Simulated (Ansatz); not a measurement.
**Effect of biaxial strain −0.61 %, plane normal [001], relaxed out of plane on MoP**

Take MoP (space group P-6m2, No. 187; a = 3.208 Å, c = 3.173 Å; relaxed with 0.1 eV smearing) as the base. Axes: x lies along a and z along c of the hexagonal cell.

Perturbation: compressive biaxial strain of 0.61 % in the plane normal to [001], as in epitaxy on a mismatched substrate; the out-of-plane cell vector and the atoms relax.

All numbers come from Ansatz (an electronic-structure program), PBEsol, PAW, cutoff 420 eV, scalar-relativistic without spin-orbit coupling. Settings: 21×21×18 k-points, 0.1 eV Fermi–Dirac smearing.

The volume per atom shrinks by 0.116 Å³ (14.13 Å³ → 14.02 Å³) and the space group stays P-6m2 (No. 187). The shortest interatomic distance shrinks by 0.004 Å, from 2.438 Å to 2.434 Å and the pressure (mean of the normal stresses, compression positive) goes from zero to 1.6 GPa. The band gap stays zero and the out-of-plane strain amounts to +0.40 %. The mean in-plane stress (compression positive) amounts to +2.4 GPa.

Cost of the whole job for the changed cell (relaxation, final SCF and bands): about 80 core-seconds (a rough figure).

No phonon test of stability was made. All final runs are without spin polarisation. An odd electron count without spin: MoP.
